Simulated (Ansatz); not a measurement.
# OsAl (Pm-3m): band-structure transport figures

Given:

```
AlOs
1.0
    2.99304     0.00000     0.00000
    0.00000     2.99304     0.00000
    0.00000     0.00000     2.99304
Al Os
1 1
Direct
  0.00000   0.00000   0.00000
  0.50000   0.50000   0.50000
```

These are r2SCAN, rigid bands (plane waves, PAW, scalar-relativistic; Ansatz, a program for electronic structure) values and carry that method's errors. Condition of this run: functional r2SCAN on the same cell. Geometry: cell and atoms relaxed with PBEsol.

```
Property                                                          Value
------------------------------------  ---------------------------------
density of states at the Fermi level  1.24 states/(eV·cell), both spins
bare Sommerfeld coefficient                   1.46 mJ/(mol of atoms·K²)
Drude plasma energy                                              8.6 eV
root-mean-square Fermi velocity                               7.9e5 m/s
resistivity times τ                                    6.6 ×10⁻²² Ω·m·s
```

A metal at this level (no band gap); rigid bands, thermally averaged at 300 K, both spins. Spin-orbit coupling is left out, which matters with elements this heavy. τ is one relaxation time for all states.

Computed structure with no diffraction record at hand here (it may be known, metastable or hypothetical): OsAl (Pm-3m).
